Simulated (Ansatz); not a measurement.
Consider PbTe in the rock salt structure (space group Fm-3m, No. 225; a = 6.569 Å).

Structures relaxed with Ansatz (an electronic-structure program), PBE, PAW, cutoff 420 eV, without spin-orbit coupling.

Base:

Simulated powder pattern, Cu Kα1, λ = 1.54056 Å (kinematic, ideal powder, no thermal factors, no anomalous dispersion; the 14 strongest lines at most, above 2 %, up to 2θ = 90°):

```
2θ (°)  I/Imax (%)    hkl
------  ----------  -----
23.43           11  (111)
27.12          100  (200)
38.74           79  (220)
45.77          6.5  (311)
47.93           29  (222)
55.94           14  (400)
61.47          2.9  (331)
63.25           38  (420)
70.12           28  (422)
75.07          2.3  (511)
83.10          9.1  (440)
87.84          2.5  (531)
89.42           20  (600)
```

Modification: cell and atoms relaxed at a pressure of 4.5 GPa.

Task: Predict the new powder pattern.

Result: 
Simulated powder pattern, Cu Kα1, λ = 1.54056 Å (kinematic, ideal powder, no thermal factors, no anomalous dispersion; the 14 strongest lines at most, above 2 %, up to 2θ = 90°):

| 2θ (°) | I/Imax (%) | hkl |
|---|---|---|
| 24.20 | 11 | (111) |
| 28.01 | 100 | (200) |
| 40.03 | 78 | (220) |
| 47.32 | 6.5 | (311) |
| 49.56 | 28 | (222) |
| 57.89 | 13 | (400) |
| 63.66 | 2.9 | (331) |
| 65.52 | 37 | (420) |
| 72.71 | 28 | (422) |
| 77.91 | 2.3 | (511) |
| 86.39 | 9.1 | (440) |

The indices refer to the base's conventional cell; one index is shown for lines that coincide.

Load acts through the strain it causes; cell and atoms are relaxed under it. Stability against distortions was not tested.
